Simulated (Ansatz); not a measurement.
**A computed series for AlRu: response to strain**

Take AlRu in the CsCl type structure (space group Pm-3m, No. 221; a = 2.9770 Å; relaxed with 0.1 eV smearing) as the base. Axes: x, y, z lie along the cube axes.

Strains are applied to the cell and any free atomic positions relax; under biaxial strain the out-of-plane vector relaxes too.

Calculations: Ansatz (a first-principles code), PBEsol, PAW, cutoff 420 eV, no spin-orbit coupling.

Notes on the quantities. energy relative to the base: free energy F.

| biaxial strain, plane normal [111], relaxed out of plane (%) | energy relative to the base (meV/atom) |
|---|---|
| -2.5 | 24.0 |
| -2.08 | 16.5 |
| -1.67 | 10.6 |
| -1.25 | 5.9 |
| -0.83 | 2.6 |
| -0.42 | ? |
| 0 | 0.0 |

**Question.** Fit ΔE = Aε² + Bε³ (ε in %) to the rows shown and predict the withheld row.

**Answer.** Least squares on the printed values gives A = 3.71 and B = -0.050 meV/atom (largest residual 0.0 meV/atom); this predicts 0.7 meV/atom, and the run gives 0.7 meV/atom, in agreement.

Stability against distortions was not tested. The final runs are not spin-polarised.
